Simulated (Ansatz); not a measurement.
The parent structure is CdSe in the zinc blende structure (space group F-43m, No. 216; a = 6.0820 Å).

Level of theory: DFT with PBEsol, PAW potentials and a 420 eV plane-wave cutoff in Ansatz (a program for electronic structure), no spin-orbit coupling, earlier PAW set.

Before the change:

The width of the top valence band comes out as 2.25 eV.

Perturbation: every lattice vector is stretched by 4.09 %, atoms relaxed at fixed cell.

Problem. What does the calculation give for the energy relative to the base after the change?

Solution. The energy rises by 59 meV/atom.

Problem. Predict the new width of the top valence band.

Solution. The width of the top valence band falls by 0.472 eV, from 2.25 eV to 1.77 eV.

The levels and masses belong to the bands next to the band gap. The cells carry an imposed strain or load. No phonon test of stability was made.
